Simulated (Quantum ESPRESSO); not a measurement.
Worked example: self-consistent single point of SiNi (Pmmn, 4 atoms in the cell) in Quantum ESPRESSO.

Method of the run: PBEsol, PSlibrary PAW (PBE) pseudopotentials (plane waves; Quantum ESPRESSO).

The change in words: lattice scaled by 0.98. Reference geometry:
```xyz
4
Lattice="2.9531 0.0000 0.0000 0.0000 3.2918 0.0000 0.0000 0.0000 4.6938" Properties=species:S:1:pos:R:3 pbc="T T T"
Si     0.0000     0.0000     0.7363
Si     1.4765     1.6459     3.9575
Ni     0.0000     0.0000     3.0862
Ni     1.4765     1.6459     1.6076
```

Reference input (self-consistent single point, DFT, PBEsol, plane waves, PSlibrary PAW (PBE) pseudopotentials): ecutwfc = 50 Ry; ecutrho = 300 Ry; occupations = smearing; smearing = fermi-dirac; degauss = 0.0036749 Ry; input_dft = pbesol; potentials = {Si: Si.pbe-n-kjpaw_psl.1.0.0.UPF, Ni: Ni.pbe-n-kjpaw_psl.1.0.0.UPF}; K_POINTS = automatic 8 7 5 0 0 0; conv_thr = 1e-10 Ry. This run's input differs from it in these lines:

```diff
@@ -27,6 +27,6 @@
 ATOMIC_POSITIONS alat
-Si    0.0000000000    0.0000000000    0.2493245206
-Si    0.5000000000    0.5573540417    1.3401471140
-Ni    0.0000000000    0.0000000000    1.0450775997
-Ni    0.5000000000    0.5573540417    0.5443940349
+Si    0.0000000000    0.0000000000    0.2493245089
+Si    0.5000000000    0.5573540027    1.3401470511
+Ni    0.0000000000    0.0000000000    1.0450775507
+Ni    0.5000000000    0.5573540027    0.5443940093
 K_POINTS automatic
@@ -34,5 +34,5 @@
 CELL_PARAMETERS bohr
-   5.5804935268     0.0000000000     0.0000000000
-   0.0000000000     6.2206212440     0.0000000000
-   0.0000000000     0.0000000000     8.8700361680
+   5.4688844122     0.0000000000     0.0000000000
+   0.0000000000     6.0962092349     0.0000000000
+   0.0000000000     0.0000000000     8.6926362383
```

The program printed (abridged):

```
     Self-consistent Calculation

     iteration #  1     ecut=    50.00 Ry     beta= 0.70

---- Real-time Memory Report at c_bands before calling an iterative solver
           128 MiB given to the printing process from OS
            54 MiB allocation reported by mallinfo(arena+hblkhd)
------------------

     total energy              =    -457.58948132 Ry
     estimated scf accuracy    <       0.28359019 Ry

     iteration #  2     ecut=    50.00 Ry     beta= 0.70

---- Real-time Memory Report at c_bands before calling an iterative solver
           169 MiB given to the printing process from OS
   [... lines left out ...]

---- Real-time Memory Report at c_bands before calling an iterative solver
           173 MiB given to the printing process from OS
            71 MiB allocation reported by mallinfo(arena+hblkhd)
------------------

     total energy              =    -457.80764107 Ry
     estimated scf accuracy    <          8.5E-10 Ry

     iteration # 12     ecut=    50.00 Ry     beta= 0.70

---- Real-time Memory Report at c_bands before calling an iterative solver
           173 MiB given to the printing process from OS
            71 MiB allocation reported by mallinfo(arena+hblkhd)
------------------
     End of self-consistent calculation

     the Fermi energy is    15.0040 ev

!    total energy              =    -457.80764107 Ry
     estimated scf accuracy    <          3.5E-11 Ry
     smearing contrib. (-TS)   =      -0.00058169 Ry
     internal energy E=F+TS    =    -457.80705937 Ry

      -> PAW hartree energy AE =     183.39909019 Ry
      -> PAW hartree energy PS =    -182.70758687 Ry
      -> PAW xc energy AE      =    -330.50546516 Ry
      -> PAW xc energy PS      =      94.74212478 Ry
      -> total E_H with PAW    =      54.66519055 Ry
      -> total E_XC with PAW   =    -331.17281704 Ry

     convergence has been achieved in  12 iterations

     Forces acting on atoms (cartesian axes, Ry/au):

     atom    1 type  1   force =     0.00000000    0.00000000   -0.00162929
   [... lines left out ...]

     Total force =     0.011285     Total SCF correction =     0.000015

          total   stress  (Ry/bohr**3)                   (kbar)     P=      113.43
   0.00063309   0.00000000   0.00000000           93.13        0.00        0.00
   0.00000000   0.00077640   0.00000000            0.00      114.21        0.00
   0.00000000   0.00000000   0.00090382            0.00        0.00      132.96

   JOB DONE.
```

The run converged in 12 iterations. Against the reference run the free energy goes up by 20.3 meV/atom, the pressure goes from -2.30 to 11.34 GPa and the largest force goes from 0.089 to 0.201 eV/Å.

The starting cell comes from a database of computed structures (which also holds hypothetical and non-ambient phases and stackings), without a prior relaxation at this level. Its lattice was rescaled by a random factor within 2.5 % of one. For this run, on top of that: lattice scaled by 0.98. Spin polarisation is off. With a pressure of about 11 GPa the cell is away from its equilibrium volume at this level.

Cost on one core of a shared machine: roughly 2 min.
